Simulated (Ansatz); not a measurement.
A self-consistent single point of a (110) slab of NiAl (cut from a parent of space group no. 221; 10 atoms in the cell) with Ansatz (a quantum-chemistry and plane-wave program).

Computed with LDA (PW92), default PAW files made with PBE (plane waves; Ansatz).

```
CELL_PARAMETERS angstrom
      2.88133     0.00000     0.00000
      0.00000     4.07482     0.00000
      0.00000     0.00000    22.14971
ATOMIC_POSITIONS crystal
  Al 0.50000 0.25000 0.31603
  Ni 0.00000 0.75000 0.31603
  Al 0.50000 0.75000 0.40801
  Ni 0.00000 0.25000 0.40801
  Al 0.50000 0.25000 0.50000
  Ni 0.00000 0.75000 0.50000
  Al 0.50000 0.75000 0.59199
  Ni 0.00000 0.25000 0.59199
  Al 0.50000 0.25000 0.68397
  Ni 0.00000 0.75000 0.68397
```

Reference input (self-consistent single point, DFT, LDA (PW92), plane waves, default PAW files made with PBE): basis.ecutwfc = 420 eV; kpoints.mp_grid.grid = 8 7 1; hamiltonian.xc = lda; hamiltonian.pseudopotentials = {kind: paw} (the program's default PAW files); scf.occupations.method = fermi_dirac; scf.occupations.width = 0.1 eV. This run's input differs from it in these lines:

Ansatz 0.2 input:
```diff
@@ -20,3 +20,3 @@
 kpoints:
-  mp_grid: { grid: [8, 7, 1] }
+  mp_grid: { grid: [29, 21, 1] }
 hamiltonian:
```

Output, abridged:

```
SCF iter   1: F=—  HF=-31435.264415 eV  |F-HF|=—  |Δ(HF+E_count)|=         —  Δρ=1.00e-2  dr2=1.90e-1  ethr=1.77e-3  ⟨swp⟩=9.8  Hψ=49717  notcnv=0  defer=66
all-band conjugate gradients solve this SCF's bands
preconditioner: auto → LDOS
SCF iter   2: F=—  HF=-31435.312409 eV  |F-HF|=—  |Δ(HF+E_count)|=   4.80e-2  Δρ=1.71e-2  dr2=4.52e-1  ethr=1.81e-4  ⟨swp⟩=2.8  Hψ=22661  notcnv=0  defer=256  recentre
   [... lines left out ...]
SCF iter   7: F=—  HF=-31435.249012 eV  |F-HF|=—  |Δ(HF+E_count)|=   1.03e-5  Δρ=4.09e-5  dr2=3.25e-6  ethr=7.27e-8  ⟨swp⟩=2.0  Hψ=13885  notcnv=0  defer=255
SCF iter   8: F=—  HF=-31435.249014 eV  |F-HF|=—  |Δ(HF+E_count)|=   2.29e-6  Δρ=3.46e-5  dr2=2.43e-6  ethr=3.10e-9  ⟨swp⟩=2.1  Hψ=16338  notcnv=0  defer=255
SCF iter   9: F=—  HF=-31435.249014 eV  |F-HF|=—  |Δ(HF+E_count)|=   5.82e-8  Δρ=1.47e-5  dr2=4.44e-7  ethr=2.31e-9  ⟨swp⟩=1.9  Hψ=11506  notcnv=0  defer=255
SCF iter  10: F=-31435.249014 eV  HF=-31435.249014 eV  |F-HF|=3.99e-8  |Δ(HF+E_count)|=   3.37e-8  Δρ=1.89e-6  dr2=3.79e-9  ethr=9.52e-11  ⟨swp⟩=14.1  Hψ=49924  notcnv=0
SCF 1 converged in 10 iterations: F = -31435.249014 eV  dr2 = 3.79e-9
Free energy (F): -31435.249014 eV
Internal energy: -31435.085334 eV  (E = F + TS)
E sigma→0 (E₀):  -31435.167174 eV
Entropy (-TS):   -0.163680 eV (-16.368 meV/atom)
Fermi energy:    3.541104 eV
--- Forces (eV/Å), atoms counted from 1 ---
  atom   1  Al     0.00000000     0.00000000    -0.23396520
  atom   2  Ni     0.00000000     0.00000000     0.98619872
  atom   3  Al     0.00000000     0.00000000    -0.38993304
  atom   4  Ni     0.00000000     0.00000000     0.30204031
  atom   5  Al    -0.00000000     0.00000000     0.00000000
  atom   6  Ni     0.00000000     0.00000000     0.00000000
  atom   7  Al     0.00000000     0.00000000     0.38993304
  atom   8  Ni     0.00000000     0.00000000    -0.30204031
  atom   9  Al     0.00000000     0.00000000     0.23396520
  atom  10  Ni     0.00000000     0.00000000    -0.98619872
--- Stress (GPa, compression-positive) ---
       -6.934838       0.000000       0.000000
        0.000000      -6.167560       0.000000
        0.000000       0.000000      -3.554925
  P = ⅓ Tr σ = -5.5524 GPa (-55.524 kbar)
  The stress holds the Pulay correction. Without it, at fixed plane waves, as pw.x and ABINIT print it: P = -5.5929 GPa
```

The run converged in 10 iterations. Against the reference run the free energy goes down by 1.8 meV/atom and the largest force goes from 0.966 to 0.986 eV/Å.

The starting cell has typed, rounded lattice constants, without a prior relaxation at this level. The slab is cut from that crystal, and its faces are unrelaxed. Its lattice was rescaled by up to half a per cent. Spin polarisation is off.

Cost on one core of a shared machine: roughly 2 min.
